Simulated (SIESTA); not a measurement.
**Variants of one calculation on CuNiPd (P3m1, 3 atoms in the cell)**

```yaml
crystal:
  lattice:
    - [2.69722, 0.00000, 0.00000]
    - [-1.34861, 2.33586, 0.00000]
    - [0.00000, 0.00000, 6.44367]
  atoms:
    - { symbol: Cu, position: [0.00000, 0.00000, 0.01273] }
    - { symbol: Ni, position: [0.66667, 0.33333, 0.32227], spin: 2.0 }
    - { symbol: Pd, position: [0.33333, 0.66667, 0.66499] }
```
(The spins are starting values, not results.)

Base run A: GGA PBEsol, numerical atomic orbitals DZP, PseudoDojo PBEsol standard norm-conserving potentials (rewritten from UPF to PSML) in SIESTA, self-consistent single point.

Its settings: XC.functional = GGA; XC.authors = PBEsol; potentials = PseudoDojo PBEsol standard; PAO.BasisSize = DZP; PAO.EnergyShift = 0.01 Ry; MeshCutoff = 300 Ry; kgrid.MonkhorstPack = 12 12 4; OccupationFunction = MP; OccupationMPOrder = 1; ElectronicTemperature = 272 meV; Spin = polarized; DM.InitSpin = [1 +0.00, 2 +2.00, 3 +0.00]; MaxSCFIterations = 150; SCF.Mixer.Method = Broyden; SCF.Mixer.Weight = 0.1; SCF.Mixer.History = 6; SCF.DM.Tolerance = 1.0E-04.

The starting cell comes from a database of computed structures (which also holds hypothetical and non-ambient phases and stackings), without a prior relaxation at this level. Its lattice was rescaled by a random factor within 2.5 % of one. With one magnetic atom in the cell only a parallel order is possible. Values carry the incompleteness of an atom-centred basis. In the base run, with a pressure of about -16 GPa the cell is away from its equilibrium volume at this level.

ΔF is the free energy per atom less that of run A. A dash stands where there is no value to compare (another energy zero or no entropy term, no result, no spin, no clean gap, or a mesh too coarse for one). 

```csv
run,change,ΔF (meV/atom),pressure (GPa),largest force (eV/Å),size of the net moment (μB/atom),k-points
A,base,0.00,-16.47,0.345,0.24,320
B,lattice scaled by 0.985,-55.3,-10.94,0.342,0.23,320
C,"Spin: polarized → default; DM.InitSpin: [1 +0.00, 2 +2.00, 3 +0.00] → default",13.1,-16.94,0.309,–,320
D,kgrid.MonkhorstPack: 12 12 4 → 13 13 5 shifted by 0.5 0.5 0.5,1.77,-16.44,0.353,0.24,455
E,ElectronicTemperature: 272 meV → 50 meV,3.3,-16.61,0.342,0.21,320
F,SCF.DM.Tolerance: 1.0E-04 → 1.0E-05,0.00,-16.47,0.345,0.24,320
G,PAO.SplitNorm: default → 0.1,29.8,-18.17,0.360,0.24,320
H,MaxSCFIterations: 150 → 300; SCF.Mixer.Weight: 0.1 → 0.5,0.00,-16.47,0.345,0.24,320
```

Run C against A: The free energy rises by 13.1 meV/atom, the pressure goes from -16.47 to -16.94 GPa, the largest force goes from 0.345 to 0.309 eV/Å and the net moment of 0.24 μB/atom is absent without spin.

Run B against A: The free energy goes down by 55.3 meV/atom, the pressure goes from -16.47 to -10.94 GPa, the largest force moves little (0.345 to 0.342 eV/Å) and the size of the net moment hardly changes (0.24 to 0.23 μB/atom).

Run F against A: The free energy stays essentially unchanged (within 1 meV/atom), the pressure stays at -16.47 GPa, the largest force stays at 0.345 eV/Å and the size of the net moment stays at 0.24 μB/atom.
